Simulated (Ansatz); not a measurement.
# BeSe: response to strain

Take BeSe in the zinc blende structure (space group F-43m, No. 216; a = 5.178 Å) as the base.

Strains are applied to the cell and any free atomic positions relax.

Calculations: PBE (Ansatz, a program for electronic structure, PAW, no spin-orbit coupling).

Candidates:
(a) isotropic strain +1.00 %
(b) isotropic strain −3.00 %
(c) isotropic strain +3.00 %

Notes on the quantities. energy relative to the base: free energy F.

Question: Order them by energy relative to the base, highest first.

Answer: (b) isotropic strain −3.00 % (+36 meV/atom), (c) isotropic strain +3.00 % (+30 meV/atom), (a) isotropic strain +1.00 % (+3.5 meV/atom)

Whether these cells are dynamically stable was not tested.
